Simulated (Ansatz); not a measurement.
A user runs Ansatz (a quantum-chemistry and plane-wave program) on ZnNi (P1, 2 atoms in the cell) and asks whether the run is sound. The aim is a self-consistent single point with DFT, r2SCAN, plane waves, default PAW files made with PBE.

Cell that was meant: a = 2.5883 Å, b = 2.5883 Å, c = 4.0344 Å, α = 99.96°, β = 99.96°, γ = 68.34°.

Part of the input:

Ansatz 0.2 input:
```yaml
  pseudopotentials: { kind: paw }
scf:
  occupations: { method: methfessel_paxton, width: 0.01 Ry }
  convergence: { dr2_threshold: 1.0e-02 eV }
output:
  forces: true
  eigenvalues: true
```

Log, with long lists cut:

```
   [... lines left out ...]
PAW frozen core: Ni, regenerated for the run's functional
Initial density: superposition of atomic densities (neutral atoms: chi_scale 0, normalization atom), corrected by the library's trained network
Initial wavefunctions: pseudopotential atomic-orbital guess
Eigensolver: davidson
Functional: x = r2scan, c = r2scan; τ floored in thin density (d = 2e-4 eV/Å³)
SCF iter   1: F=—  HF=-9171.108666 eV  |F-HF|=—  |Δ(HF+E_count)|=         —  Δρ=2.91e-2  dr2=1.31e-1  dr2_τ=3.90e-2  ethr=1.77e-3  ⟨swp⟩=5.2  Hψ=51107  notcnv=0
all-band conjugate gradients solve this SCF's bands
preconditioner: auto → none
SCF iter   2: F=—  HF=-9171.155948 eV  |F-HF|=—  |Δ(HF+E_count)|=   4.73e-2  S|Δr|=    0.00e0  Δρ=1.41e-2  dr2=2.36e-2  dr2_τ=8.36e-4  ethr=4.36e-4  ⟨swp⟩=2.6  Hψ=24980  notcnv=0  defer=42
   [... lines left out ...]
SCF iter   4: F=-9171.148271 eV  HF=-9171.149655 eV  |F-HF|=1.38e-3  |Δ(HF+E_count)|=   3.81e-3  S|Δr|=    0.00e0  Δρ=3.52e-3  dr2=1.62e-3  dr2_τ=2.80e-5  ethr=3.33e-5  ⟨swp⟩=7.0  Hψ=73984  notcnv=0
solved again in the potential of the output density, not every published eigenvalue holds within its bar: 10995 eigenvalues moved, the lowest at band 0 …
SCF 1 converged in 4 iterations: F = -9171.148271 eV  dr2 = 1.62e-3
Stability not checked (fill_not_monotonic)
Free energy (F): -9171.148271 eV
Internal energy: -9171.149364 eV  (E = F + TS)
E sigma→0 (E₀):  -9171.148544 eV
Entropy (-TS):   0.001092 eV (0.546 meV/atom)
Fermi energy:    14.482576 eV
--- Forces (eV/Å), atoms counted from 1 ---
  atom   1  Zn     0.02449111     0.03905982     0.45143840
  atom   2  Ni    -0.02467305    -0.03902320    -0.45090793
--- Stress (GPa, compression-positive) ---
       -5.887897      -0.034548       0.368054
       -0.034551      -5.740570       0.083591
        0.366238       0.083594      -5.341612
  P = ⅓ Tr σ = -5.6567 GPa (-56.567 kbar)
  The stress holds the Pulay correction. Without it, at fixed plane waves, as pw.x and ABINIT print it: P = -5.7823 GPa
```

Is anything amiss in this input, and did it matter?

The results are close to the sound ones and would serve for rough work. The doubtful point is a convergence threshold that is too loose. A loop that stops early leaves an energy error of second order in the density error, but errors of first order in forces and stress. The run converged in 4 iterations without an error; against the sound input the free energy stays essentially unchanged (within 1 meV/atom), the pressure goes from -5.90 to -5.66 GPa and the largest force stays at 0.454 eV/Å.

An input that runs soundly differs in these lines (not the only fix; some lines may just follow from the change or write a value another way):
```diff
-  convergence: { dr2_threshold: 1.0e-02 eV }
```

With that input, the run converged in 9 iterations: free energy E − TS (on the zero of these files) -9171.1492 eV; Fermi level (on the code's own zero) 14.50 eV; pressure -5.90 GPa; largest force (vector length) 0.454 eV/Å (DFT, r2SCAN, plane waves, default PAW files made with PBE).

On the sound input: the starting cell comes from a database of computed structures (which also holds hypothetical and non-ambient phases and stackings), without a prior relaxation at this level. Its atoms were displaced at random from the sites of space group no. 12. Spin polarisation is off. With a pressure of about -6 GPa the cell is away from its equilibrium volume at this level. Ansatz's pressure includes its estimate of the finite-basis (Pulay) stress. The cutoff lies below the one recommended for these files.
